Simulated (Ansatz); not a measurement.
An Ansatz (an electronic-structure program) input (Ansatz r2SCAN, spin-orbit coupling left out):

Ansatz 0.2 input:
```yaml
crystal:
  lattice:
    - [2.5014904601, 0, 0]
    - [0, 2.5014904601, 0]
    - [0, 0, 2.5014904601]
  atoms:
    - { symbol: Li, position: [0, 0, 0] }
    - { symbol: H, position: [0.5, 0.5, 0.5] }
basis: { ecutwfc: 500, ecutrho_ratio: 4, xc_grid: 4, fft_grid_basis: typed }
kpoints: { mp_grid: { grid: [13, 13, 13] } }
hamiltonian:
  xc: r2scan
  dispersion: none
  pseudopotentials: { kind: paw }
scf: { occupations: { method: fermi_dirac, width: 0.05 }, convergence: { dr2_threshold: 0.0000000002 } }
output: { forces: true, stress: true }
checkpoint: { write: state.ck, write_every: 1000 }
```

Q: Which symmetry and how many k-points will the program report, and about how many plane waves at Γ?

A: Space group Pm-3m (ITA 221) with 48 operations, k-points 84 of 2197, and 389 plane waves at Γ.

Stability against distortions was not tested. The cell was made from CsH by this change: Cs → Li; the result is a hypothetical phase, not in the database extracts checked.
